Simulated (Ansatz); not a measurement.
The starting structures come from a database of crystals and need not be the phases stable at ambient conditions.

Tunnelling through a barrier is set by its complex band structure: the current falls as exp(−2κd) with the smallest κ.

Given:

```yaml
crystal:
  lattice:
    - [3.98921, 0.00000, 0.00000]
    - [-1.99461, 3.45476, 0.00000]
    - [0.00000, 0.00000, 16.05658]
  atoms:
    - { symbol: Cs, position: [0.33333, 0.66667, 0.25000] }
    - { symbol: Cs, position: [0.66667, 0.33333, 0.75000] }
    - { symbol: Lu, position: [0.00000, 0.00000, 0.50000] }
    - { symbol: Lu, position: [0.00000, 0.00000, 0.00000] }
    - { symbol: S, position: [0.33333, 0.66667, 0.91088] }
    - { symbol: S, position: [0.66667, 0.33333, 0.08912] }
    - { symbol: S, position: [0.66667, 0.33333, 0.41088] }
    - { symbol: S, position: [0.33333, 0.66667, 0.58912] }
```

Space group of this cell: P6_3/mmc. The cell is taken as given.

Transport runs along the normal of the first two printed cell vectors, the (001) plane of the conventional cell.

No gap correction and no spin-orbit coupling; mid-gap values are interpolated between computed energies.

Q: Estimate the band gap and the smallest decay constant κ at mid-gap that r2SCAN run with Ansatz (a program for electronic structure) returns for this system.

A: Gap 2.49 eV on a 12×12×2 mesh; κ = 0.259 1/Å, at the zone centre.
